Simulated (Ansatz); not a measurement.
## Hypothetical diamond Ir: pressure 5 GPa

Base system: Ir in the diamond structure (space group Fd-3m, No. 227; a = 5.506 Å; a hypothetical phase, not in the database extracts checked).

The change: cell and atoms relaxed at a pressure of 5 GPa.

Level of theory: Kohn–Sham DFT with the PBEsol functional, run in Ansatz (an electronic-structure program) with PAW and 420 eV plane waves, without spin-orbit coupling. Settings: 15×15×15 k-points, 0.05 eV Fermi–Dirac smearing.

```json
[
 {"quantity": "volume per atom", "base": "20.87 Å³", "changed": "20.39 Å³", "shift": "-0.473 Å³"},
 {"quantity": "density", "base": "15.30 g/cm³", "changed": "15.65 g/cm³", "shift": "+0.35 g/cm³"},
 {"quantity": "lattice parameter a", "base": "5.506 Å", "changed": "5.464 Å", "shift": "-0.042 Å"},
 {"quantity": "shortest interatomic distance", "base": "2.384 Å", "changed": "2.366 Å", "shift": "-0.018 Å"},
 {"quantity": "enthalpy H = E + PV relative to the base's energy", "base": "–", "changed": "+0.64 eV/atom", "shift": "–"},
 {"quantity": "band gap", "base": "zero", "changed": "zero", "shift": "–"}
]
```

Load acts through the strain it causes; cell and atoms are relaxed under it. Stability against distortions was not tested. No other phases were tried under pressure. All final runs are without spin polarisation.
